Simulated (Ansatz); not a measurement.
Consider the following.

End structure of the (331) surface of fcc Rh in its 1x1 cell, outermost plane spacing 0.88 Å in the ideal cut:

```xyz
12
Lattice="2.7082 0.0000 0.0000 1.3541 5.9024 0.0000 0.0000 0.0000 26.0000" Properties=species:S:1:pos:R:3 pbc="T T T"
Rh     2.7085     3.6890     8.2986
Rh     1.3544     1.5659     9.0992
Rh     1.3546     5.3167     9.8793
Rh     2.7082     3.1063    10.8296
Rh     1.3542     0.8978    11.6962
Rh     1.3540     4.6485    12.5691
Rh     2.7083     2.4965    13.4309
Rh     1.3540     0.3448    14.3038
Rh     1.3541     4.0388    15.1704
Rh     2.7077     1.8283    16.1207
Rh     2.7079     5.5791    16.9008
Rh     1.3539     3.4561    17.7014
```

Set-up: 12 atoms, 9.7 Å thick at the start (thin: gaps and levels are the slab's own); mesh 14x7x1; 0.1 eV smearing; dipole correction on; all atoms relaxed; held to the part of the start's symmetry that mesh and held atoms allow; no spin, no spin-orbit, no U.

Predict the work function of the top face from PBE run with Ansatz (a quantum-chemistry and plane-wave program).

4.73 eV

Estimate the surface energy (mean of both faces) that PBE returns for this input.

2.32 J/m²
